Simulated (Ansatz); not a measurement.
An Ansatz (a program for electronic structure) input (plane-wave PAW DFT at the r2SCAN level (Ansatz, 500 eV), no SOC):

Ansatz 0.2 input:
```yaml
crystal:
  lattice:
    - [4.0748971877, 0, 0]
    - [-1.3582990626, 3.8418499121, 0]
    - [1.3582990626, 1.920924956, 3.206442405]
  atoms:
    - { symbol: B, position: [0.5029177434, 0.7529177434, 0.4941645132] }
    - { symbol: B, position: [0.2470822566, 0.4970822566, 0.0058354868] }
    - { symbol: B, position: [0.2489758658, 0.7510241342, 0.25] }
    - { symbol: B, position: [0.0010241342, -0.0010241342, 0.25] }
basis: { ecutwfc: 500, ecutrho_ratio: 4, xc_grid: 4, fft_grid_basis: typed }
kpoints: { mp_grid: { grid: [10, 10, 10] } }
hamiltonian:
  xc: r2scan
  dispersion: none
  pseudopotentials: { kind: paw }
scf: { occupations: { method: fermi_dirac, width: 0.05 }, convergence: { dr2_threshold: 0.0000000004 } }
output: { forces: true, stress: true }
checkpoint: { write: state.ck, write_every: 1000 }
```

Q: Which symmetry and how many k-points will the program report, and about how many plane waves at Γ?

A: Space group F222 (ITA 22) with 4 operations, k-points 171 of 1000, and 1271 plane waves at Γ.

Q: And the final pressure?

A: -0.70 GPa (compression positive).

Single points use the geometry relaxed with PBEsol. The cells carry an imposed strain or load. No phonon test of stability was made. The cell was made from B (space group I4_132, No. 214; a hypothetical phase, not in the database extracts checked) by this change: biaxial strain +1.56 %, plane normal [110], relaxed out of plane.
